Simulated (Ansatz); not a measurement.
The starting structures come from a database of crystals and need not be the phases stable at ambient conditions.

**Evanescent states of SnSe₂ (P-3m1, CdI2 type, 3 atoms a cell, 25.6 Å³ an atom) along the normal of (001)**

Calculation: r2SCAN (plane waves, PAW; Ansatz, an electronic-structure program).

The gap is the functional's own. No spin-orbit coupling. Mid-gap values are those at the computed energy nearest the middle.

Energies count from the valence-band top; κ is the least over a 12×12 mesh across the current.

```tsv
E (eV)	κ (1/Å)	where
0.03	0.048	off Γ
0.07	0.065	Γ
0.12	0.071	Γ
0.17	0.077	Γ
0.23	0.081	Γ
0.28	0.084	Γ
0.33	0.087	Γ
0.38	0.089	Γ
0.42	0.090	Γ
0.47	0.091	Γ
0.53	0.076	off Γ
0.57	0.054	off Γ
```

Problem. How thick must the barrier be to attenuate the transmission by 10^8 when the electrodes' Fermi level lies at 0.23 eV, and what attenuation does that film give at 0.33 eV?

Solution. d = 8 ln 10 / (2 × 0.081) = 113.7 Å. At 0.33 eV it gives 8 × 0.087/0.081 = 8.6 decades.
